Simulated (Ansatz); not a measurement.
Consider Tl in the diamond structure (space group Fd-3m, No. 227; a = 7.117 Å; a hypothetical phase, not in the database extracts checked).

Method: PBE/PAW in Ansatz (an electronic-structure program), scalar-relativistic without spin-orbit coupling.

Base values:

| Item | Result |
|---|---|
| Lattice parameter a | 7.117 Å |

It is then changed as follows: cell and atoms relaxed at a pressure of 0.7 GPa.

**Question.** Estimate the effect on the lattice parameter a.

**Answer.** The lattice parameter a drops by 0.108 Å (7.117 Å → 7.009 Å).

Load acts through the strain it causes; cell and atoms are relaxed under it. Whether these cells are dynamically stable was not tested.
